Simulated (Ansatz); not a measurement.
The reference is CaO in the rock salt structure (space group Fm-3m, No. 225; a = 4.831 Å).

(Cell as relaxed with PBE.)

Levels (all Ansatz, an electronic-structure program, PAW): PBE (420 eV, no SOC); PBEsol (420 eV, scalar-relativistic without spin-orbit coupling).

Each level relaxes its own structure.

| base | PBE | PBEsol |
|---|---|---|
| volume per atom | 14.09 Å³ | 13.54 Å³ |
| lattice parameter a | 4.831 Å | 4.767 Å |
| band gap | 3.66 eV | 3.54 eV |

Now apply this change: electrons 1.5×10^21 cm⁻³, on a uniform background at fixed cell.

| quantity | PBE | PBEsol |
|---|---|---|
| Fermi level relative to the doped band's edge (positive inside the band; to 0.05 eV) | +0.35 eV | ? |
| valley order (the lowest conduction-band minima on the path, energy above the VBM, named in the base's zone) | X along ⟨100⟩ 3.66 eV; Γ 4.59 eV | ? |
| shift of the gap caused by the change | 0.00 eV | ? |

Problem. What does PBEsol give?

Solution. 
- Fermi level relative to the doped band's edge (positive inside the band; to 0.05 eV), PBEsol: +0.35 eV
- valley order (the lowest conduction-band minima on the path, energy above the VBM, named in the base's zone), PBEsol: X along ⟨100⟩ 3.55 eV; Γ 4.77 eV
- shift of the gap caused by the change, PBEsol: 0.00 eV

Both order the valleys alike; the two agree on the Fermi level from band edge and shift of the gap caused by the change. Neither level is exact; PBEsol is the comparison here, not a measurement.

Charged cell with a jellium background: band edges are those of the host's band count, energies are not comparable with the neutral cell, and many-body gap narrowing is missing. Stability against distortions was not tested.
